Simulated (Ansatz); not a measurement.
Start from CdTe in the zinc blende structure (space group F-43m, No. 216; a = 6.4892 Å).

Now apply this change: cell and atoms relaxed at a pressure of 5 GPa.

Levels (all Ansatz, a program for electronic structure, PAW): PBEsol (420 eV, no spin-orbit coupling); HSE06+SOC (420 eV, with spin-orbit coupling).

The geometry is relaxed with PBEsol.

PBEsol band gap: 0.94 eV
PBEsol valence-band top at Γ: 0.00, 0.00, 0.00 eV

Task: How does going to HSE06+SOC change the band gap and valence-band top at Γ?

Result: The band gap rises by 0.708 eV to 1.64 eV; the valence-band top at Γ (three highest Kramers pairs, from the VBM) changes from 0.00, 0.00, 0.00 eV to 0.00, 0.00, -0.96 eV. The threefold valence maximum splits by Δso ≈ 0.96 eV.

Single points use the geometry relaxed with PBEsol. The spin-orbit shifts are approximate. Spin-orbit coupling, missing from the scalar runs, can matter with Te. Load acts through the strain it causes; cell and atoms are relaxed under it. Stability against distortions was not tested. Measured, CdTe leaves this structure (for cinnabar) near 3.53 GPa (temperature not stated; as listed in Datta, Sujoy, Jana, Debnarayan, arXiv (2020)), on rising pressure, with hysteresis.
